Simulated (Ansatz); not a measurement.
A self-consistent single point of ScGe (Cm, 4 atoms in the cell) with Ansatz (a program for electronic structure).

Level of theory: PBEsol, default PAW files made with PBE (plane waves; Ansatz).

```
ScGe
1.0
    2.01086    -5.06599     0.00000
    2.01086     5.06599     0.00000
    0.00000     0.00000     3.78627
Sc Ge
2 2
Cartesian
  2.01086  -3.67801   2.88971
  2.01086   3.67801   0.94657
  2.01086  -0.90691   2.83971
  2.01086   0.90691   0.94657
```

Reference input (self-consistent single point, DFT, PBEsol, plane waves, default PAW files made with PBE): basis.ecutwfc = 30.9 Ry; kpoints.mp_grid.grid = 7 7 7; hamiltonian.xc = pbesol; hamiltonian.pseudopotentials = {kind: paw} (the program's default PAW files); scf.occupations.method = gaussian; scf.occupations.width = 0.0073 Ry. This run's input differs from it in these lines:

Ansatz 0.2 input:
```diff
@@ -14,3 +14,3 @@
 kpoints:
-  mp_grid: { grid: [7, 7, 7] }
+  mp_grid: { grid: [8, 8, 8], shift: [0.5, 0.5, 0.5] }
 hamiltonian:
```

The program printed (abridged):

```
SCF iter   1: F=—  HF=-12733.343609 eV  |F-HF|=—  |Δ(HF+E_count)|=         —  Δρ=3.88e-3  dr2=9.35e-3  ethr=1.77e-3  ⟨swp⟩=5.1  Hψ=17165  notcnv=0
all-band conjugate gradients solve this SCF's bands
preconditioner: auto → Kerker (q_TF=auto, 2.538 Å⁻¹)
SCF iter   2: F=—  HF=-12733.340714 eV  |F-HF|=—  |Δ(HF+E_count)|=   2.89e-3  Δρ=1.72e-3  dr2=2.08e-3  ethr=1.87e-5  ⟨swp⟩=2.9  Hψ=9222  notcnv=0
SCF iter   3: F=—  HF=-12733.340463 eV  |F-HF|=—  |Δ(HF+E_count)|=   2.51e-4  Δρ=6.73e-4  dr2=4.35e-4  ethr=4.17e-6  ⟨swp⟩=2.3  Hψ=5984  notcnv=0
SCF iter   4: F=—  HF=-12733.340419 eV  |F-HF|=—  |Δ(HF+E_count)|=   4.37e-5  Δρ=2.19e-4  dr2=5.83e-5  ethr=8.70e-7  ⟨swp⟩=2.0  Hψ=6700  notcnv=0
SCF iter   5: F=—  HF=-12733.340401 eV  |F-HF|=—  |Δ(HF+E_count)|=   1.86e-5  Δρ=7.29e-5  dr2=5.47e-6  ethr=1.17e-7  ⟨swp⟩=2.0  Hψ=6708  notcnv=0
SCF iter   6: F=—  HF=-12733.340400 eV  |F-HF|=—  |Δ(HF+E_count)|=   8.33e-7  Δρ=1.64e-5  dr2=3.51e-7  ethr=1.09e-8  ⟨swp⟩=2.0  Hψ=5278  notcnv=0
SCF iter   7: F=-12733.340400 eV  HF=-12733.340400 eV  |F-HF|=8.62e-9  |Δ(HF+E_count)|=   6.82e-8  Δρ=3.88e-6  dr2=1.34e-8  ethr=2.00e-10  ⟨swp⟩=6.0  Hψ=15332  notcnv=0
SCF 1 converged in 7 iterations: F = -12733.340400 eV  dr2 = 1.34e-8
Free energy (F): -12733.340400 eV
Internal energy: -12733.330336 eV  (E = F + TS)
E sigma→0 (E₀):  -12733.335368 eV
Entropy (-TS):   -0.010064 eV (-2.516 meV/atom)
Fermi energy:    11.402738 eV
--- Forces (eV/Å), atoms counted from 1 ---
  atom   1  Sc     0.00000000    -0.07006038    -0.30451321
  atom   2  Sc     0.00000000     0.07848113     0.05657001
  atom   3  Ge     0.00000000    -0.00088240     0.04373452
  atom   4  Ge     0.00000000    -0.00753908     0.20420857
--- Stress (GPa, compression-positive) ---
       -3.183043       0.000000       0.000000
        0.000000      -3.431393      -0.376054
        0.000000      -0.376054      -3.625533
  P = ⅓ Tr σ = -3.4133 GPa (-34.133 kbar)
  The stress holds the Pulay correction. Without it, at fixed plane waves, as pw.x and ABINIT print it: P = -3.4348 GPa
```

The run converged in 7 iterations. Against the reference run the free energy goes down by 1.7 meV/atom, the pressure stays near -3.41 GPa while the zz stress (positive for compression) goes from -3.19 to -3.63 GPa and the largest force hardly changes (0.316 to 0.312 eV/Å).

The starting cell comes from a database of computed structures (which also holds hypothetical and non-ambient phases and stackings), without a prior relaxation at this level. Its lattice was rescaled by up to half a per cent. One atom was moved a little off its site on purpose. Ansatz's pressure includes its estimate of the finite-basis (Pulay) stress.
